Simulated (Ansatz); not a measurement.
**CdS (model structure, started from the beta GaS type, P6₃/mmc, No. 194, 8 atoms in the cell): equilibrium lattice constant a by level of theory**

No measured value is used here.

```json
[
 {"level (code)": "PBE (Ansatz)", "value (Å)": "4.325"},
 {"level (code)": "PBEsol (Ansatz)", "value (Å)": "4.249"},
 {"level (code)": "PBE-D3(BJ) (Ansatz)", "value (Å)": "4.277"}
]
```

Ansatz's density-functional and Hartree–Fock values are scalar-relativistic unless marked +SOC, with PAW data made under PBE.

A model structure was made by putting elements into a prototype or built by hand; it is no filed structure, need not be a known phase, and can be a saddle point held by its symmetry.

Ansatz is a quantum-chemistry and plane-wave program.
